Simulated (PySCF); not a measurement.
PySCF 2.14.0, TPSSH/def2-svp, df: B(Cl)(Br)(OH) (OB(Cl)Br), 5 atoms. The geometry is a generated start, not checked to be a minimum at this level.

```json
{
  "task": "energy",
  "method": "tpssh",
  "basis": "def2-svp",
  "two_electron_scheme": "density fitting",
  "mol.max_memory": "3000 MB",
  "mf.max_cycle": "100",
  "mf.init_guess": "minao (default)",
  "mf.DIIS": "CDIIS (default)",
  "mf.conv_tol": "1e-09 (default)",
  "mf.grids.level": "3 (default)",
  "basis_functions": "83",
  "grid_points": "77240"
}
```

```xyz
5

B     -0.1900     0.1558    -0.1698
Cl    -1.5691    -0.9211    -0.0944
Br    -0.2799     1.7598    -1.1414
O      0.9535    -0.0991     0.4459
H      1.0855    -0.8954     0.9598
```

One run each on 2 threads, 1 BLAS thread. Values of diis_space tried: 3, 5, 8 (default), 12, 20.

Problem. How does the count of Fock builds change with diis_space, and where is it least?

Solution. Fewest Fock builds, within one of each other: 5 with 13, 8 (default) with 12, 12 with 12, 20 with 12. The count rises to 18 at 3. All converge to one solution.

```tsv
diis_space	Fock builds	end
3	18	same solution
5	13	same solution
8 (default)	12	same solution
12	12	same solution
20	12	same solution
```
